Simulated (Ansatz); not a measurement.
Given:

```yaml
crystal:
  lattice:
    - [3.81025, 0.00000, 0.00000]
    - [0.00000, 3.81025, 0.00000]
    - [0.00000, 0.00000, 3.81025]
  atoms:
    - { symbol: Sr, position: [0.00000, 0.00000, 0.00000] }
    - { symbol: V, position: [0.50000, 0.50000, 0.50000] }
    - { symbol: O, position: [0.50000, 0.00000, 0.50000] }
    - { symbol: O, position: [0.00000, 0.50000, 0.50000] }
    - { symbol: O, position: [0.50000, 0.50000, 0.00000] }
```

Method: PBEsol, DFPT electron-phonon coupling, linearised Boltzmann equation (plane waves, PAW, scalar-relativistic; Ansatz, a program for electronic structure). How the cell was made: relaxed with this functional, without spin-orbit coupling.

**Question.** Predict the intrinsic resistivity at 300 K.

**Answer.** 12.7 μΩ·cm.

**Question.** How long is the mean free path there?

**Answer.** 11.0 nm, weighted by the current that each state carries. Wires not much wider than this gain resistivity from their walls.

A metal at this level (no band gap). Only scattering by harmonic phonons is included (no impurities, grain boundaries, electron-electron scattering or thermal expansion). Spin-orbit coupling is left out. Halving the electron mesh (24x24x24) moves the resistivity by up to 1 % at 300 K, the mean free path by up to 8 %. Smearing 0.20 eV; phonons on a 4x4x4 q mesh, which this run doesn't test.

Formula and space group known from diffraction (Crystallography Open Database), not checked to be the room-temperature form: SrVO3 (Pm-3m). Treated as nonmagnetic (a ferromagnetic start lost its moment, other orders weren't tried): SrVO3 (Pm-3m).
